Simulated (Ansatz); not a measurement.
The starting structures come from a database of crystals and need not be the phases stable at ambient conditions.

Inside the gap of an insulator the Bloch states are evanescent, with a wavenumber k + iκ along the transport direction.

Consider the following.

```
CELL_PARAMETERS angstrom
      5.63326     0.00000     0.00000
      1.72795     7.05565     0.00000
      1.56125    -1.78630     5.12163
ATOMIC_POSITIONS crystal
  Ca 0.16082 0.24594 0.16288
  Ca 0.83918 0.75406 0.83712
  Si 0.18254 0.74940 0.18145
  Si 0.81746 0.25060 0.81855
  Sn 0.50000 0.50000 0.50000
  Sn 0.50000 0.00000 0.50000
  O  0.58891 0.75062 0.58978
  O  0.41109 0.24938 0.41022
  O  0.89412 0.91289 0.24185
  O  0.10588 0.08711 0.75815
  O  0.24023 0.58862 0.89243
  O  0.75977 0.41138 0.10757
  O  0.82323 0.37064 0.60258
  O  0.17677 0.62936 0.39742
  O  0.60069 0.12993 0.82434
  O  0.39931 0.87007 0.17566
```

Space group of this cell: P-1. The cell is taken as given; by PBEsol its mean pressure is -5.3 GPa.

Transport runs along the normal of the first two printed cell vectors.

The gap is the functional's own. No spin-orbit coupling. Mid-gap values are interpolated on the energy grid.

Problem. Estimate the band gap and the smallest decay constant κ at mid-gap that PBEsol in Ansatz (a quantum-chemistry and plane-wave program) returns for this system.

Solution. Gap 3.10 eV on a 6×6×6 mesh; κ = 0.317 1/Å, at the zone centre.
